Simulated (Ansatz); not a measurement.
## A series of runs on TiAl2 (I4/mmm, 3 atoms in the cell)

```
CELL_PARAMETERS angstrom
     -1.72291     1.72291     4.21690
      1.72291    -1.72291     4.21690
      1.72291     1.72291    -4.21690
ATOMIC_POSITIONS crystal
  Ti 0.00000 0.00000 0.00000
  Al 0.33530 0.33530 0.00000
  Al 0.66470 0.66470 0.00000
```

Base run A: PBEsol, default PAW files made with PBE (Ansatz, a quantum-chemistry and plane-wave program), self-consistent single point.

Its settings: basis.ecutwfc = 420 eV; kpoints.mp_grid.grid = 18 18 18; hamiltonian.xc = pbesol; hamiltonian.pseudopotentials = {kind: paw} (the program's default PAW files); scf.occupations.method = cold; scf.occupations.width = 0.2 eV.

The starting cell was generated: these elements placed on a structure prototype, without a prior relaxation; it need not be a known phase or ordering of this composition. Spin polarisation is off. Ansatz's pressure includes its estimate of the finite-basis (Pulay) stress.

A dash stands where there is no value to compare (another energy zero or no entropy term, no result, no spin, no clean gap, or a mesh too coarse for one). Total energies depend on the potentials, the functional and any Hubbard or dispersion term, so they are compared only between runs that share all of them.

```csv
run,change,pressure (GPa),largest force (eV/Å),dispersion energy (eV/atom)
A,base,-0.93,0.107,–
B,hamiltonian.dispersion: default → d3bj [PBEsol-D3BJ],-4.89,0.105,-0.405
C,hamiltonian.dispersion: default → d3bjatm [PBEsol-D3BJ-ATM],-4.32,0.104,-0.375
D,basis.ecutwfc: 420 eV → 500 eV; hamiltonian.xc: pbesol → r2scan; hamiltonian.dispersion: default → d3bjatm [r2SCAN-D3BJ-ATM],-1.55,0.243,-0.169
E,hamiltonian.dispersion: default → d4 [PBEsol-D4],-2.55,0.105,-0.174
```

Run E against A: The pressure goes from -0.93 to -2.55 GPa and the largest force moves little (0.107 to 0.105 eV/Å).

Run B against A: The pressure goes from -0.93 to -4.89 GPa and the largest force moves little (0.107 to 0.105 eV/Å).

Keys are those of Ansatz 0.2.
